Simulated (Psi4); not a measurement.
Psi4 1.11, B3LYP/def2-svp, scf_type pk: Ti(OH)2(OMe)2 (C[O][Ti]([OH])([OH])[O]C), 15 atoms. The geometry is a generated start, not checked to be a minimum at this level.

| Quantity | Value |
|---|---|
| task | energy |
| method | b3lyp |
| basis | def2-svp |
| memory | 7 GB |
| e_convergence | 1e-08 |
| d_convergence | 1e-07 |
| guess | auto, which took SAD (default) |
| diis_max_vecs | 10 (default) |
| scf_initial_accelerator | adiis (default) |
| dft_radial_points | 75 (default) |
| dft_spherical_points | 302 (default) |
| basis functions | 155 |
| grid points | 320840 |

```xyz
15

Ti     0.6260     0.4067     0.7161
O      1.8226     1.4165     1.4525
H      2.2192     2.2525     1.1978
O     -0.8333     0.4118     1.6703
H     -0.9566     0.8487     2.5204
O      1.1669    -1.2433     0.5709
C      0.3209    -2.1742    -0.0323
H      0.2711    -2.0022    -1.1226
H      0.7121    -3.1878     0.1405
H     -0.6978    -2.1114     0.3955
O      0.2477     1.0114    -0.8570
C     -0.9764     1.0769    -1.5235
H     -1.5557     1.9464    -1.1744
H     -0.7995     1.1862    -2.6038
H     -1.5672     0.1618    -1.3503
```

The reference run uses exact four-centre integrals (scf_type = pk). Each setting ran once; only counts and results are compared.

Settings tried, all else as in the reference:
- scf_type = direct, screening = density, ints_tolerance = 1e-07
- scf_type = direct, screening = csam (default), ints_tolerance = 1e-05
- scf_type = direct, screening = csam (default), ints_tolerance = 1e-07
- scf_type = direct, screening = csam (default), ints_tolerance = 1e-09
- scf_type = direct, screening = density, ints_tolerance = 1e-09

### Question
Sort the settings: which keep to the reference within 1.0 meV/atom in energy, and which don't?

### Answer
Within it: scf_type = direct, screening = density, ints_tolerance = 1e-09; scf_type = direct, screening = csam (default), ints_tolerance = 1e-09; scf_type = direct, screening = csam (default), ints_tolerance = 1e-07; scf_type = direct, screening = density, ints_tolerance = 1e-07; scf_type = direct, screening = csam (default), ints_tolerance = 1e-05. No setting lies outside.

```csv
setting,energy against the reference
"scf_type = direct, screening = density, ints_tolerance = 1e-09",under 0.001 meV/atom
"scf_type = direct, screening = csam (default), ints_tolerance = 1e-09",under 0.001 meV/atom
"scf_type = direct, screening = csam (default), ints_tolerance = 1e-07",under 0.001 meV/atom
"scf_type = direct, screening = density, ints_tolerance = 1e-07",+0.0019 meV/atom
"scf_type = direct, screening = csam (default), ints_tolerance = 1e-05",+0.21 meV/atom
```

Total energies are compared; such shifts often cancel in part in energy differences. No test of the SCF solution's stability was run. Also tried and not ranked: scf_type = direct, screening = density, ints_tolerance = 1e-05 (ended without SCF convergence in 100 iterations). The tolerance is a choice made for this comparison.
